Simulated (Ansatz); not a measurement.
rock-salt MgO (0 0 1) on 3C silicon carbide (0 0 1) (film strained to the substrate, started from cuts of the bulks and a machine-learned relaxation; slabs C6Si5 and Mg6O6, which can lie off the formulas)

A periodic stack without vacuum, rock-salt MgO (0 0 1) on 3C silicon carbide (0 0 1) (film strained to the substrate, started from cuts of the bulks and a machine-learned relaxation; slabs C6Si5 and Mg6O6, which can lie off the formulas): substrate slab C6Si5, film Mg6O6, surface cells [[1, 0], [1, 1]] and [[1, 0], [1, 1]], film strained by +3.0 and +3.0 %, outermost planes C/C and MgO/MgO as cut, which need not be the usual terminations and can put a slab off its formula.

The start was prepared with a machine-learned potential, and the result is one local minimum, with the in-plane cell held and forces under 0.04 eV/Å; the film can end far from its bulk form.

Method: PBE (plane waves to 420 eV, PAW; Ansatz, a quantum-chemistry and plane-wave program). Scalar-relativistic, without spin–orbit coupling; PBE gaps are too small against experiment. Its k-point mesh 7×7×1, Fermi–Dirac width 0.05 eV.

The interface area is 9.6 Å² and the period is 24.25 Å. The heights between the nearest atoms of the two slabs at the two interfaces is 1.34 and 1.34 Å, the C–Mg contacts across the interfaces within 1.22 times the sum of covalent radii comes out as 4, mean 2.30 Å and the Mg–Si contacts across the interfaces within 1.22 times the sum of covalent radii is 4, mean 2.89 Å. The C–O contacts across the interfaces within 1.22 times the sum of covalent radii is 2, mean 1.61 Å and the spin-polarised check at this geometry is falls back to no moment.

```
CELL_PARAMETERS angstrom
      3.09713     0.00008    -0.01646
      0.00000     3.09717    -0.00078
     -0.12845    -0.25785    24.24993
ATOMIC_POSITIONS crystal
  C  0.18339 0.50754 0.11927
  C  0.59550 0.99955 0.02895
  C  0.20149 0.52309 0.29979
  C  0.69385 0.01524 0.20949
  C  0.21694 0.62159 0.48034
  C  0.70927 0.03373 0.39002
  Si 0.19001 0.01138 0.16439
  Si 0.67628 0.50345 0.07371
  Si 0.20531 0.02702 0.34489
  Si 0.69768 0.51909 0.25464
  Si 0.71307 0.54108 0.43559
  Mg 0.22927 0.46782 0.62606
  Mg 0.72170 0.96501 0.53575
  Mg 0.24410 0.47992 0.79780
  Mg 0.73678 0.97251 0.71150
  Mg 0.25199 0.49519 0.97355
  Mg 0.74836 0.98741 0.88327
  O  0.72968 0.96348 0.62505
  O  0.22235 0.41958 0.54139
  O  0.74446 0.97991 0.79758
  O  0.23700 0.47247 0.71171
  O  0.79780 0.99465 0.96790
  O  0.25370 0.48737 0.88425
```
